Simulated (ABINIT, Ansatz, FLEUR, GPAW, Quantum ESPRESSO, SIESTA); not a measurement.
# TlRh3 (P6_3/mmc, 8 atoms in the cell) computed with different codes at matched settings

Self-consistent single point.

```xyz
8
Lattice="5.7120 0.0000 0.0000 -2.8560 4.9467 0.0000 0.0000 0.0000 4.5713" Properties=species:S:1:pos:R:3 pbc="T T T"
Tl     2.8560     1.6489     1.1428
Tl     0.0000     3.2978     3.4285
Rh     1.3749     0.7938     3.4285
Rh     1.4811     4.1529     1.1428
Rh     0.0000     1.5876     1.1428
Rh     2.8560     3.3591     3.4285
Rh     4.3371     0.7938     3.4285
Rh    -1.4811     4.1529     1.1428
```

All programs got the same cell, k-point mesh and kind of occupations (in Ansatz's words: kpoints.mp_grid.grid = 5 5 5; scf.occupations.method = fermi_dirac; scf.occupations.width = 0.1 eV); potentials, basis and cutoffs are each program's usual ones.

```
code                                                                                                                                      model  pressure (GPa)  largest force (eV/Å)  k-points           cutoff
----------------  -----------------------------------------------------------------------------------------------------------------------------  --------------  --------------------  --------  ---------------
FLEUR                                                                           PBEsol, all-electron FLAPW (FLEUR), scalar-relativistic valence               –                 0.102        15  Kmax 4.2 1/bohr
Quantum ESPRESSO                                                                           PBEsol, GBRV 1.5 ultrasoft (PBESOL) pseudopotentials          -11.38                 0.102        15            40 Ry
ABINIT                                                                                       PBEsol, PAW (JTH v2.0 PBE PAW, files made for PBE)           -9.27                 0.113        15           571 eV
GPAW                                                                                      PBEsol, GPAW PAW datasets PBEsol (made by gpaw-setup)           -8.18                 0.094        15           600 eV
Ansatz                                                                                                          PBEsol, PAW files made with PBE           -9.38                 0.120        15          default
SIESTA            GGA PBEsol, numerical atomic orbitals TZP, PseudoDojo PBEsol standard norm-conserving potentials (rewritten from UPF to PSML)          -11.06                 0.180        63      grid 300 Ry
```

A dash marks a value that a program does not give, or that is left out as unsure.

The spread over the programs that give each value: pressure within 3.20 GPa; largest force within 0.086 eV/Å.

The starting cell comes from a database of computed structures (which also holds hypothetical and non-ambient phases and stackings), without a prior relaxation at this level. On Ansatz's run: Spin-orbit coupling is off. Spin polarisation is off. In the base run, with a pressure of about -9 GPa the cell is away from its equilibrium volume at this level.

Why do the programs differ, and what cannot be compared?

Differences of this kind can come from the potentials, where these differ, and from what each basis and cutoff leave unconverged. The valence holds different numbers of electrons (FLEUR 116, Quantum ESPRESSO 116, ABINIT 128, GPAW 116, Ansatz (a program for electronic structure) 128, SIESTA 128). The zero of total energies and Fermi levels follows the potentials and each program's conventions, so they are not compared here. SIESTA uses small atom-centred bases, whose incompleteness enters pressures, forces and empty levels differently from a plane-wave cutoff. FLEUR treats all electrons, but the usual bases taken here (sphere radii, linearisation, local orbitals, empty states) were not tested for convergence, so the values are no reference for the others. Ansatz's pressure is given at a fixed set of plane waves, as the other plane-wave codes print theirs; with its correction for the finite basis it is -9.32 GPa. The programs reduce the same mesh by symmetry to different extents, which changes the work and not the result. In the pressure, Quantum ESPRESSO (by 2.06), GPAW (by 1.15) and SIESTA (by 1.74) lie more than 1 GPa from the median of the plane-wave programs.

Keys are those of Ansatz 0.2.
